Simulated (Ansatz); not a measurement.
CsCl-type CuZn, treated with PBEsol-D3(BJ) (plane waves, PAW; Ansatz, an electronic-structure program).

Run with plane-wave cutoff 520 eV, 18×18×18 k mesh, Fermi–Dirac smearing 0.05 eV, no spin polarisation, scalar-relativistic PAW data made under PBE.

Cell (relaxed at this level):

```yaml
crystal:
  lattice:
    - [2.86598, 0.00000, 0.00000]
    - [0.00000, 2.86598, 0.00000]
    - [0.00000, 0.00000, 2.86598]
  atoms:
    - { symbol: Zn, position: [0.50000, 0.50000, 0.50000] }
    - { symbol: Cu, position: [0.00000, 0.00000, 0.00000] }
```

### Question
Predict the bulk modulus B0 and pressure derivative B′ of the bulk modulus.

### Answer

- bulk modulus B0: 156 GPa
- pressure derivative B′ of the bulk modulus: 4.9

The run finds no gap.

Measured, for comparison: bulk modulus 116 GPa (temperature not stated, not corrected to a static lattice; as tabulated in Nepal et al. (2020), arXiv:2007.11150). Computed (rounded) less measured: bulk modulus +34 %.

Computed values are for the static lattice.

Cost on a shared machine: around 90 core-seconds (rough).
